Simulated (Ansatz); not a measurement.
**What biaxial strain −2.00 %, plane normal [001], relaxed out of plane does to BN**

Start from BN in the zinc blende structure (space group F-43m, No. 216; a = 3.581 Å). Axes: x, y, z lie along the cube axes.

The change: compressive biaxial strain of 2.00 % in the plane normal to [001], as in epitaxy on a mismatched substrate; the out-of-plane cell vector and the atoms relax.

All numbers come from plane-wave PAW DFT at the LDA level (Ansatz, an electronic-structure program, 420 eV), without spin-orbit coupling. Γ-centred 16×16×16 mesh, Fermi–Dirac width 0.05 eV.

- Volume per atom: 5.56 Å³ (base 5.74 Å³)
- Shortest interatomic distance: 1.535 Å (base 1.550 Å)
- Energy relative to the base (free energy F): +14 meV/atom
- Pressure (mean of the normal stresses, compression positive): 13.28 GPa (base -0.01 GPa)
- Band gap: 4.14 eV (base 4.39 eV)
- Gap character: indirect, Γ → X
- Electron mass: 0.86 mₑ along k, 0.30 mₑ across (at X) (base 0.90 mₑ along k, 0.30 mₑ across (at X))
- Valence-band top at Γ (three highest levels, from the VBM): 0.00, 0.00, -0.32 eV (base 0.00, 0.00, 0.00 eV)
- Valley order (the lowest conduction-band minima on the path, energy above the VBM, named in the base's zone): X along [010] 4.14 eV; X along [001] 4.69 eV (base X along ⟨100⟩ 4.39 eV)
- Out-of-plane strain: +0.92 %
- Ratio −ε⊥/ε∥: 0.46
- Mean in-plane stress (compression positive): +19.9 GPa

Final structure (turned so that z lies along the plane normal):

```
BN
1.0
    2.48119     0.00000     0.00000
    0.00000     2.48119     0.00000
    1.24059    -1.24059     1.80674
B N
1 1
Cartesian
  0.00000   0.00000   0.00000
  2.48119   1.24059   0.90337
```

Cost of the whole job for the changed cell (relaxation, final SCF and bands): around 18 core-seconds (rough).

Effective masses come from finite differences of ±0.01 Å⁻¹. Along k means along the line from Γ to the band edge. Stability against distortions was not tested. k-point labels follow each cell's own Brillouin zone.
